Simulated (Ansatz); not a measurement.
## MgZrO₃ (model structure, started from the LiNbO3 type, R3c, No. 161, 10 atoms in the cell)

The numbers are results of HSE06 (plane waves, PAW; Ansatz, a quantum-chemistry and plane-wave program), not measurements.

Run with plane-wave cutoff 460 eV, 6×6×6 k mesh, Fermi–Dirac smearing 0.01 eV, scalar-relativistic PAW data made under PBE.

Cell (relaxed with PBEsol):

Space group R3c, hexagonal axes (No. 161); a = b = 5.283 Å, c = 14.192 Å, α = β = 90.00°, γ = 120.00°

```
atom  site  symmetry       x       y       z
----  ----  --------  ------  ------  ------
Mg      6a        3.  0.0000  0.0000  0.1962
Zr      6a        3.  0.0000  0.0000  0.4840
O      18b         1  0.0306  0.3676  0.2565
```
(The calculation used a cell of 10 atoms; values per cell refer to that cell.)

- band gap = 6.52 eV
- Γ–Γ gap = 6.89 eV

Note: the relaxation could raise the start's symmetry but not lower it, so the cell can be a saddle point; cell and atoms aren't relaxed at this level (largest force component 0.07 eV/Å).

Spin–orbit coupling is not included.

Static lattice: no zero-point or thermal effects.

It cost around 13 core-minutes (rough) of CPU time.

A model structure was made by putting elements into a prototype or built by hand; it is no filed structure, need not be a known phase, and can be a saddle point held by its symmetry.
